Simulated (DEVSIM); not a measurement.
Structure: illuminated Si p-on-n cell, one wavelength, with a back-surface field, at 300 K.

Layer 1 from the left is Si, thickness (μm) 0.0770, Na (cm⁻³) 7.5e17, τn (s) 2e-5, τp (s) 3.4e-6, absorption coefficient (cm⁻¹) 20000. Layer 2 from the left is Si, thickness (μm) 190, Nd (cm⁻³) 1.3e16, τn (s) 0.0002, τp (s) 0.0002, absorption coefficient (cm⁻¹) 20000. Layer 3 from the left is Si, thickness (μm) 0.930, Nd (cm⁻³) 8.8e18, τn (s) 0.0002, τp (s) 0.0002, absorption coefficient (cm⁻¹) 20000.

Left contact: ohmic, minority electron recombination velocity 3e5 cm/s. Right contact: ohmic, minority hole recombination velocity 2000 cm/s. Voltage is applied to the left contact. Recombination: SRH at mid-gap, radiative, Auger. Gap narrowing is on: ΔEg = 6.92 meV × (l + √(l² + 0.5)), l = ln(N/1.3e17 cm⁻³), shared equally by both band edges. Light enters at the left, 2.6e17 photons cm⁻² s⁻¹, one pass, no reflection. Mobility is constant in doping.

Constants are typed, rounded textbook-type inputs, not results; the design itself was drawn at random and stands for no fabricated device. Values at 300 K.

Si: gap (eV) 1.124, affinity (eV) 4.05, permittivity 11.7, Nc (cm⁻³) 2.86e19, Nv (cm⁻³) 3.1e19, μn (cm²/Vs) 1417, μp (cm²/Vs) 470, B (cm³/s) 4.7e-15, Cn (cm⁶/s) 2.8e-31, Cp (cm⁶/s) 9.9e-32.

DEVSIM, 1D drift-diffusion, Boltzmann statistics, complete ionisation; no tunnelling, impact ionisation, image-force lowering or self-heating.

Dark forward current:

```
|V| (V)  |J| (A/cm²)
-------  -----------
0.05       1.300e-10
0.10       9.481e-10
0.15        6.408e-9
0.20        4.364e-8
0.25        2.997e-7
0.30        2.066e-6
0.35        1.427e-5
0.40        9.865e-5
0.45       0.0006820
0.50        0.004711
0.55         0.03235
0.60          0.2140
0.65           1.181
0.70           4.387
0.75           12.05
0.80           29.29
0.85           64.77
0.90           127.6
0.95           223.7
1.00           355.1
1.05           521.1
1.10           719.7
1.15           948.2
1.20            1204
1.25            1484
1.30            1788
```

Work out the local ideality factor n = ΔV / (kT/q · ln(J2/J1)) between the rows 0.15 and 0.20 V, 0.40 and 0.45 V, 1.25 and 1.30 V.

kT/q = 25.85 mV. From 0.15 to 0.20 V: ln(4.364e-8/6.408e-9) = 1.918, n = 1.01, near the 1 of diffusion or emission over a barrier. From 0.40 to 0.45 V: ln(0.0006820/9.865e-5) = 1.933, n = 1.00, near the 1 of diffusion or emission over a barrier. From 1.25 to 1.30 V: ln(1788/1484) = 0.186, n = 10.38.

What current could the absorbed light give at most, and what share is collected?

Σ αd = 382, so qΦ(1 − exp(−Σ αd)) = 41.7 mA/cm². The simulated short-circuit current is 41.45 mA/cm², a share of 1.00.

Estimate the open-circuit voltage by superposition: the voltage at which the dark current equals that short-circuit current.

Interpolating ln J in the table gives 0.557 V. The simulation gives 0.556 V, the same within the digits that matter. Superposition holds where collection doesn't change with voltage.

Estimate the fill factor from FF0 = (v − ln(v + 0.72))/(v + 1), v = qVoc/(nkT), with n from the dark curve.

The rows about Voc, 0.55 and 0.60 V, give n = 1.02, so v = 21.0 and FF0 = 0.815. The simulation gives 0.817, the same within the digits that matter.
